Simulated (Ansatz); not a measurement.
The parent structure is TiSi2 (space group Cmcm, No. 63).

TiSi₂ is taken in the orthorhombic space group Cmcm (No. 63), Pearson symbol oS12. Lattice parameters: a = 3.546 Å, b = 13.565 Å, c = 3.580 Å, α = β = γ = 90.00°. Si1 on 4c is surrounded by 2 Si at 2.404 Å and 4 Ti at 2.589 Å and 2 Ti at 2.827 Å. Si2 on 4c sees 4 Si at 2.519 Å and 4 Ti at 2.669–2.675 Å. Ti on 4c is surrounded by 8 Si at 2.589–2.675 Å and 2 Si at 2.827 Å and 2 Ti at 3.323 Å. (Neighbours: up to the widest gap in distance over summed covalent radii, below 1.35, at either atom; cation-cation and far metal-metal contacts left out.)
(The calculation used a cell of 6 atoms; values per cell refer to that cell.)

Calculations: PBE (Ansatz, a quantum-chemistry and plane-wave program), no SOC, earlier PAW set.

Base values:

The density comes out as 4.01 g/cm³ and the shortest interatomic distance comes out as 2.404 Å.

It is then changed as follows: cell and atoms relaxed at a pressure of 60 GPa.

Predict the new density and shortest interatomic distance.

The density increases by 1.24 g/cm³, from 4.01 g/cm³ to 5.25 g/cm³; the shortest interatomic distance decreases by 0.104 Å to 2.300 Å.

Load acts through the strain it causes; cell and atoms are relaxed under it. No phonon test of stability was made. Competing high-pressure phases were not computed. All final runs are without spin polarisation.
